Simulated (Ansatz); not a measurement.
Ansatz (a first-principles code) run on a (110) slab of Hf (cut from a parent of space group no. 194; 10 atoms in the cell): self-consistent single point.

Computed with PBEsol, default PAW files made with PBE (plane waves; Ansatz).

```
CELL_PARAMETERS angstrom
      5.04504     0.00000     0.00000
      0.00000     5.52936     0.00000
      0.00000     0.00000    16.38480
ATOMIC_POSITIONS crystal
  Hf 0.75000 0.41667 0.30516
  Hf 0.25000 0.75000 0.30516
  Hf 0.75000 0.91667 0.40258
  Hf 0.25000 0.25000 0.40258
  Hf 0.75000 0.41667 0.50000
  Hf 0.25000 0.75000 0.50000
  Hf 0.75000 0.91667 0.59742
  Hf 0.25000 0.25000 0.59742
  Hf 0.75000 0.41667 0.69484
  Hf 0.25000 0.75000 0.69484
```

Reference input (self-consistent single point, DFT, PBEsol, plane waves, default PAW files made with PBE): kpoints.mp_grid.grid = 5 5 1; hamiltonian.xc = pbesol; hamiltonian.pseudopotentials = {kind: paw} (the program's default PAW files); scf.occupations.method = cold; scf.occupations.width = 0.0037 Ry. This run's input differs from it in these lines:

Ansatz 0.2 input:
```diff
@@ -18,3 +18,3 @@
   mp_grid:
-    grid: [5, 5, 1]
+    grid: [10, 10, 1]
 hamiltonian:
```

The program printed (abridged):

```
SCF iter   1: F=—  HF=-155972.629920 eV  |F-HF|=—  |Δ(HF+E_count)|=         —  Δρ=5.26e-3  dr2=8.71e-1  ethr=1.77e-3  ⟨swp⟩=5.1  Hψ=17121  notcnv=0  defer=134
all-band conjugate gradients solve this SCF's bands
preconditioner: auto → LDOS
SCF iter   2: F=—  HF=-155972.620920 eV  |F-HF|=—  |Δ(HF+E_count)|=   9.00e-3  S|Δr|=    0.00e0  Δρ=5.74e-3  dr2=1.41e0  ethr=3.35e-4  ⟨swp⟩=2.8  Hψ=7654  notcnv=0  defer=632
   [... lines left out ...]
SCF iter   8: F=—  HF=-155972.517788 eV  |F-HF|=—  |Δ(HF+E_count)|=   7.53e-6  S|Δr|=    0.00e0  Δρ=1.39e-5  dr2=5.14e-6  ethr=3.93e-9  ⟨swp⟩=2.3  Hψ=9024  notcnv=0  defer=627
SCF iter   9: F=—  HF=-155972.517789 eV  |F-HF|=—  |Δ(HF+E_count)|=   3.90e-7  S|Δr|=    0.00e0  Δρ=6.36e-6  dr2=5.39e-7  ethr=1.98e-9  ⟨swp⟩=2.0  Hψ=7216  notcnv=0  defer=627
SCF iter  10: F=-155972.517789 eV  HF=-155972.517789 eV  |F-HF|=5.21e-9  |Δ(HF+E_count)|=   1.15e-7  S|Δr|=    0.00e0  Δρ=2.90e-6  dr2=6.16e-8  ethr=3.85e-11  ⟨swp⟩=11.9  Hψ=28298  notcnv=0
SCF 1 converged in 10 iterations: F = -155972.517789 eV  dr2 = 6.16e-8
Stability not checked (fill_not_monotonic)
Free energy (F): -155972.517789 eV
Internal energy: -155972.519278 eV  (E = F + TS)
E sigma→0 (E₀):  -155972.518285 eV
Entropy (-TS):   0.001489 eV (0.149 meV/atom)
Fermi energy:    8.158397 eV
--- Forces (eV/Å), atoms counted from 1 ---
  atom   1  Hf     0.00000000    -0.86275861     1.03090678
  atom   2  Hf     0.00000000     0.86275861     1.03090678
  atom   3  Hf     0.00000000     0.31676972    -0.22240395
  atom   4  Hf     0.00000000    -0.31676972    -0.22240395
   [... lines left out ...]
  atom  10  Hf     0.00000000     0.86275861    -1.03090678
--- Stress (GPa, compression-positive) ---
       -4.331318       0.000000       0.000000
        0.000000      -4.919443       0.000000
        0.000000       0.000000      -4.123011
  P = ⅓ Tr σ = -4.4579 GPa (-44.579 kbar)
  The stress holds the Pulay correction. Without it, at fixed plane waves, as pw.x and ABINIT print it: P = -4.4776 GPa
```

The run converged in 10 iterations. Against the reference run the free energy stays essentially unchanged (within 1 meV/atom) and the largest force goes from 1.363 to 1.344 eV/Å.

The starting cell comes from a database of computed structures (which also holds hypothetical and non-ambient phases and stackings), without a prior relaxation at this level. The slab is cut from that crystal, and its faces are unrelaxed. Spin-orbit coupling is off. Forces in this geometry exceed 1 eV/Å.

Cost on one core of a shared machine: roughly 2 min.
